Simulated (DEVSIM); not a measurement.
Device: Al/La2O3/SiO2/n-Si capacitor, at 400 K.

```tsv
layer (left to right)	material	thickness (nm)	Nd (cm⁻³)
1	La2O3	15.0	-
2	SiO2	0.730	-
3	Si	4500	1.6e16
```

Metal gate on the left, work function 4.1 eV. Fixed charge at the semiconductor interface 1.4e11 cm⁻² (in units of +e); no interface traps.

The device is made up for the run: typed textbook-type constants, with dimensions and the other settings drawn at random. Values at 300 K; Nc and Nv go as T^1.5, mobilities as T to minus their exponent, the gap by Varshni's rule with the affinity fixed.

```
parameter         La2O3  SiO2        Si
----------------  -----  ----  --------
gap (eV)            5.8     9     1.124
affinity (eV)       1.8   0.9      4.05
permittivity         27   3.9      11.7
Nc (cm⁻³)             -     -   2.86e19
Nv (cm⁻³)             -     -    3.1e19
Varshni α (eV/K)      -     -  0.000473
Varshni β (K)         -     -       636
```

DEVSIM, 1D Poisson equation in equilibrium, Boltzmann statistics, complete ionisation; no quantum confinement or tunnelling. Metal contacts follow the ideal Schottky-Mott rule: no Fermi-level pinning, no interface dipoles.

The temperature was swept, all else fixed.

```tsv
temperature (K)	minimum of the low-frequency capacitance (μF/cm²)	flat-band voltage (V)	threshold voltage (band bending 2φF) (V)
250	(withheld)	-0.12	(withheld)
300	0.0468	-0.16	-0.95
350	0.0507	-0.20	-0.89
400	0.0572	-0.24	-0.83
450	0.0679	-0.28	-0.77
500	0.0810	-0.32	-0.71
```

Task: Some entries are withheld; supply them.

Result: 
- 250, minimum of the low-frequency capacitance (μF/cm²): 0.0423
- 250, threshold voltage (band bending 2φF) (V): -1.00
